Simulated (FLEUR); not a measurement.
Short convergence ladders for VSe₂ (P3m1, 3 atoms in the cell)

```yaml
crystal:
  lattice:
    - [3.40918, 0.00000, 0.00000]
    - [-1.70459, 2.95244, 0.00000]
    - [0.00000, 0.00000, 6.31796]
  atoms:
    - { symbol: V, position: [0.00000, 0.00000, 0.00791], spin: 2.0 }
    - { symbol: Se, position: [0.66667, 0.33333, 0.75873] }
    - { symbol: Se, position: [0.33333, 0.66667, 0.24127] }
```
(The spins are starting values, not results.)

Base method: LDA (Vosko-Wilk-Nusair), all-electron FLAPW (FLEUR), scalar-relativistic valence.

Base settings: Kmax = 3.6 1/bohr; GmaxXC = 14.4 1/bohr; xcFunctional = vwn; jspins = 2; l_soc = F; mode = hist; fermiSmearingEnergy = 0.00367493 Htr; mesh (inpgen div1-3) = 4 4 2; inpgen gamma flag = true; Gmax = 14.4 1/bohr.

Core times come from one kind of shared machine, to one figure; runs under 30 s give none.

**The basis cutoff**

Moved along: Gmax, GmaxXC.

The mesh stays at the base's, so the ladder's end is converged at best in this setting alone.

Only quantities that move along the ladder and can be compared are tabulated.

| Kmax | free energy less the last step's (meV/atom) | largest difference of a force vector from the last step's (eV/Å) | core time / last (rough) |
|---|---|---|---|
| 2.13 1/bohr | 9577.39 | 3.613 | 0.2 |
| 2.28 1/bohr | 6419.02 | 2.213 | 0.3 |
| 2.41 1/bohr | 4631.26 | 1.573 | 0.3 |
| 2.67 1/bohr | 2171.62 | 0.586 | 0.3 |
| 3.01 1/bohr | 675.77 | 0.118 | 0.7 |
| 3.6 1/bohr | 0.00 | 0.000 | 1 |

Coarsest Kmax that holds the forces within 0.02 eV/Å: not settled: the last two steps still differ by 0.12 eV/Å, over half the tolerance, so the ladder does not show it.

Coarsest Kmax that holds the free energy within 5 meV/atom: not settled: the last two steps still differ by 680 meV/atom, over half the tolerance, so the ladder does not show it.

**The setting Gmax**

Moved along: GmaxXC.

The mesh stays at the base's, so the ladder's end is converged at best in this setting alone.

Only quantities that move along the ladder and can be compared are tabulated.

| Gmax | free energy less the last step's (meV/atom) | core time / last (rough) |
|---|---|---|
| 7.9 1/bohr | -1.51 | 0.6 |
| 10.8 1/bohr | -0.07 | 0.7 |
| 14.4 1/bohr | 0.00 | 0.9 |
| 18 1/bohr | 0.00 | 1 |

Coarsest Gmax that holds the free energy within 0.5 meV/atom of the last step, with all finer ones: 10.8 1/bohr; the step before is off by 1.5 meV/atom.

**The density cutoff**

Moved along: GmaxXC.

The mesh stays at the base's, so the ladder's end is converged at best in this setting alone.

Only quantities that move along the ladder and can be compared are tabulated.

```tsv
Gmax	free energy less the last step's (meV/atom)	core time / last (rough)
7.2 1/bohr	-2.23	0.5
8.8 1/bohr	0.58	0.6
11.4 1/bohr	0.03	0.5
14.4 1/bohr	0.00	1
```

Coarsest Gmax that holds the free energy within 1 meV/atom of the last step, with all finer ones: 8.8 1/bohr; the step before is off by 2.2 meV/atom.

On the base run: the starting cell comes from a database of computed structures (which also holds hypothetical and non-ambient phases and stackings), without a prior relaxation at this level. Its lattice was rescaled by up to half a per cent. One atom was moved a little off its site on purpose. The starting moments vanished: the run ended non-magnetic, which need not be the lowest state. Values depend on the basis (sphere radii, cutoffs, local orbitals), which need not be converged.
